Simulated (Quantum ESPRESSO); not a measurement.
Relaxation of cell and atoms of Al₂Au (Fm-3m, 3 atoms in the cell) at several settings

```
Al2Au
1.0
   -3.01494     0.00000     3.01494
    0.00000     3.01494     3.01494
   -3.01494     3.01494     0.00000
Al Au
2 1
Direct
  0.25000   0.25000   0.25000
  0.75000   0.75000   0.75000
  0.00000   0.00000   0.00000
```

Base: PBE, PseudoDojo standard norm-conserving (PBE) pseudopotentials run with Quantum ESPRESSO. Its settings: ecutwfc = 80 Ry; occupations = smearing; smearing = gauss; degauss = 0.0099958 Ry; potentials = {Al: Al.upf, Au: Au.upf}; K_POINTS = automatic 10 10 10 0 0 0; conv_thr = 1e-09 Ry; mixing_beta = 0.4. Starting volume 18.27 Å³ per atom.

Each line gives the change from the base single point and the result:

- calculation: scf → vc-relax; tprnfor: true → default; tstress: true → default; vdw_corr: default → grimme-d3; dftd3_version: default → 4; dftd3_threebody: default → false [DFT, PBE-D3(BJ), plane waves, PseudoDojo standard norm-conserving (PBE) pseudopotentials]: pressure 0.00 GPa; final cell a = b = c = 4.2358 Å, α = β = γ = 60.00°; final volume per atom 17.91 Å³; relaxation steps 3.
- calculation: scf → vc-relax; tprnfor: true → default; tstress: true → default: pressure 0.03 GPa; final cell a = b = c = 4.2834 Å, α = β = γ = 60.00°; final volume per atom 18.52 Å³; relaxation steps 2; free energy against the base single point -1.2 meV/atom.

The starting cell comes from a database of computed structures (which also holds hypothetical and non-ambient phases and stackings), without a prior relaxation at this level. Its lattice was rescaled by a random factor within 2.5 % of one.
